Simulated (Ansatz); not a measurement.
# Effective masses and thermopower of CaF₂ under load (space group Fm-3m)

Input:

```xyz
3
Lattice="0.0000 2.6641 2.6641 2.6641 0.0000 2.6641 2.6641 2.6641 0.0000" Properties=species:S:1:pos:R:3 pbc="T T T"
Ca     0.0000     0.0000     0.0000
F      3.9962     3.9962     3.9962
F      1.3321     1.3321     1.3321
```

Computed with PBEsol, rigid bands (plane waves, PAW, scalar-relativistic; Ansatz, a quantum-chemistry and plane-wave program). Condition of this run: hydrostatic pressure 5 GPa (the target of the relaxation). How the cell was made: cell and atoms relaxed with PBEsol, then loaded as said.

- band gap = 7.56 eV
- electron conductivity mass (300 K, dilute) = 0.56 mₑ
- hole conductivity mass (300 K, dilute) = 1.93 mₑ
- effective density of states N_c (300 K) = 1.1e19 cm⁻³
- effective density of states N_v (300 K) = 4.7e20 cm⁻³
- density-of-states mass, electrons = 0.57 mₑ
- density-of-states mass, holes = 7.0 mₑ
- Seebeck coefficient, n-type 1e19 cm⁻³, 300 K = -226 μV/K
- best n-type power factor at 300 K for τ = 10 fs (best axis; densities from 1e16 to 1e21 cm⁻³ tried, whether or not they can be reached) = 3.1 μW/(cm·K²) at 3e19 cm⁻³
- Seebeck coefficient, p-type 1e19 cm⁻³, 300 K = 545 μV/K

Rigid bands; masses and Seebeck coefficients take one relaxation time τ for all states and one kind of carrier; polarons and phonon drag are left out. Spin-orbit coupling is left out; where it splits the top of the valence band, N_v and the p-type Seebeck coefficient come out somewhat high without it.
